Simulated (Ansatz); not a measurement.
Input and output of a relaxation of the atoms for Ba₄As₂O (I4mm, 7 atoms in the cell) (Ansatz, a quantum-chemistry and plane-wave program).

Level of theory: LDA (PW92), default PAW files made with PBE (plane waves; Ansatz).

The change in words: one atom moved by 0.15 angstrom; relax: default → atoms; relax.f_tol: default → 0.2 eV/Å. Reference geometry:
```yaml
crystal:
  lattice:
    - [-2.59327, 2.59327, 8.67609]
    - [2.59327, -2.59327, 8.67609]
    - [2.59327, 2.59327, -8.67609]
  atoms:
    - { symbol: Ba, position: [0.67539, 0.67539, 0.00000] }
    - { symbol: Ba, position: [0.32461, 0.32461, 0.00000] }
    - { symbol: Ba, position: [0.50000, 0.00000, 0.50000] }
    - { symbol: Ba, position: [0.00000, 0.50000, 0.50000] }
    - { symbol: As, position: [0.86438, 0.86438, 0.00000] }
    - { symbol: As, position: [0.13562, 0.13562, 0.00000] }
    - { symbol: O, position: [0.50000, 0.50000, 0.00000] }
```

Reference input (self-consistent single point, DFT, LDA (PW92), plane waves, default PAW files made with PBE): basis.ecutwfc = 420 eV; kpoints.mp_grid.grid = 5 5 5; hamiltonian.xc = lda; hamiltonian.pseudopotentials = {kind: paw} (the program's default PAW files); scf.occupations.method = fixed. This run's input differs from it in these lines:

```diff
@@ -6,3 +6,3 @@
   atoms:
-    - { symbol: Ba, position: [0.67539000, 0.67539000, 0.00000000] }
+    - { symbol: Ba, position: [0.68403400, 0.68403400, 0.00000000] }
     - { symbol: Ba, position: [0.32461000, 0.32461000, 0.00000000] }
@@ -22,2 +22,4 @@
   occupations: { method: fixed }
+relax:
+  f_tol: 0.2
 output:
```

Output (repeated stretches shortened):

```
   [... SCF lines of the steps left out ...]
relax step   1: F+E_penalty+E_count = -33229.25666023 eV  Δ(F+E_penalty+E_count) = +0.000e0 eV  max|allowed force component| = 5.964e-1 eV/Å  Δτ_max = 0.0000 Å  (6 SCF iters, dr2 threshold 1.00e-4 eV, accepted)
relax step   2: F+E_penalty+E_count = -33229.24556386 eV  Δ(F+E_penalty+E_count) = +1.110e-2 eV  max|allowed force component| = 4.937e-1 eV/Å  Δτ_max = 0.1788 Å  (8 SCF iters, rejected (line search))
relax step   3: F+E_penalty+E_count = -33229.30573115 eV  Δ(F+E_penalty+E_count) = -4.907e-2 eV  max|allowed force component| = 1.381e-1 eV/Å  Δτ_max = 0.0871 Å  (8 SCF iters, accepted)
relax step   4: F+E_penalty+E_count = -33229.31607456 eV  Δ(F+E_penalty+E_count) = -1.034e-2 eV  max|allowed force component| = 9.868e-2 eV/Å  Δτ_max = 0.0588 Å  (7 SCF iters, accepted)
relax step   5: F+E_penalty+E_count = -33229.33144521 eV  Δ(F+E_penalty+E_count) = -1.537e-2 eV  max|allowed force component| = 2.719e-1 eV/Å  Δτ_max = 0.1464 Å  (8 SCF iters, accepted)
relax step   6: F+E_penalty+E_count = -33229.34432882 eV  Δ(F+E_penalty+E_count) = -1.288e-2 eV  max|allowed force component| = 5.551e-2 eV/Å  Δτ_max = 0.0881 Å  (8 SCF iters, accepted)
the relaxation is at rest under the 8 symmetry operations that the run kept from its start: a minimum is not shown …
Free energy (F): -33229.344329 eV
Internal energy: -33229.344329 eV  (E = F + TS)
E sigma→0 (E₀):  -33229.344329 eV
Fermi energy:    7.644651 eV
--- Forces (eV/Å), atoms counted from 1 ---
  atom   1  Ba    -0.00000000     0.00000000    -0.01194411
  atom   2  Ba    -0.00000000     0.00000000     0.05551348
  atom   3  Ba     0.00000000    -0.00000000    -0.01480187
  atom   4  Ba    -0.00000000    -0.00000000    -0.01480187
  atom   5  As    -0.00000000    -0.00000000     0.00718276
  atom   6  As     0.00000000     0.00000000    -0.01376885
   [... lines left out ...]
    - { symbol: Ba, position: [0.5020371604599682, 0.0020371604599681145, 0.5] }
    - { symbol: Ba, position: [0.0020371604599681145, 0.5020371604599682, 0.5] }
    - { symbol: As, position: [0.8684592674719207, 0.8684592674719207, 6.664096712856975e-35] }
    - { symbol: As, position: [0.1364839583700578, 0.1364839583700578, -2.5321909773355787e-35] }
    - { symbol: O, position: [0.48225038350897165, 0.48225038350897165, 3.688461489081284e-36] }
```

The run converged.  The full log also holds: “iter 5 did not close the SCF: its close was put off for the readings that it lacked (scf_convergence_deferred on its scf_iter line)”.

Summary of the result:
```
Property                                                   Value
------------------------------------------------  --------------
Free energy E − TS (on the zero of these files)   -33229.3443 eV
Top of the valence band (on the code's own zero)         7.64 eV
Gap on the k-point mesh                                  0.65 eV
Pressure                                               -3.08 GPa
Largest force (vector length)                         0.056 eV/Å
Relaxation steps                                               6
```

The starting cell comes from a database of computed structures (which also holds hypothetical and non-ambient phases and stackings), without a prior relaxation at this level. Its lattice was rescaled by up to half a per cent. For this run, on top of that: one atom moved by 0.15 angstrom. The relaxation keeps the symmetry of its start, so its end need not be a minimum. Ansatz's pressure includes its estimate of the finite-basis (Pulay) stress.

Cost on one core of a shared machine: roughly 2 min.

Keys are those of Ansatz 0.2.
